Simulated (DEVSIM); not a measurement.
System: Pd/Si3N4/p-Ge capacitor, at 300 K.

```csv
layer (left to right),material,thickness (nm),Na (cm⁻³)
1,Si3N4,23.0,-
2,Ge,14000,1.7e15
```

Metal gate on the left, work function 5.2 eV. Fixed charge at the semiconductor interface -3.3e11 cm⁻² (in units of +e); interface traps 3e11 cm⁻² eV⁻¹, uniform in energy, neutral level at 0.3 of the gap above the valence band.

Constants are typed, rounded textbook-type inputs, not results; the design itself was drawn at random and stands for no fabricated device. Values at 300 K.

| parameter | Si3N4 | Ge |
|---|---|---|
| gap (eV) | 5.1 | 0.664 |
| affinity (eV) | 2.1 | 4 |
| permittivity | 7.5 | 16 |
| Nc (cm⁻³) | - | 1.04e19 |
| Nv (cm⁻³) | - | 6e18 |

DEVSIM, 1D Poisson equation in equilibrium, Boltzmann statistics, complete ionisation; no quantum confinement or tunnelling. Metal contacts follow the ideal Schottky-Mott rule: no Fermi-level pinning, no interface dipoles.

Give the band bending (positive: bands bend down) and minority sheet density.


```csv
Vg (V),ψs (V),minority carriers (cm⁻²)
-0.05,-0.201,3.5e8
0.1,-0.190,3.5e8
0.25,-0.177,3.5e8
0.4,-0.161,3.6e8
0.55,-0.138,3.6e8
0.7,-0.104,3.6e8
0.85,-0.047,3.6e8
1,0.045,3.7e8
1.15,0.157,8.1e8
1.3,0.266,2.0e10
1.45,0.333,1.4e11
1.6,0.367,3.4e11
1.75,0.390,5.6e11
1.9,0.406,8.0e11
2.05,0.419,1.0e12
2.2,0.429,1.3e12
2.35,0.438,1.5e12
```
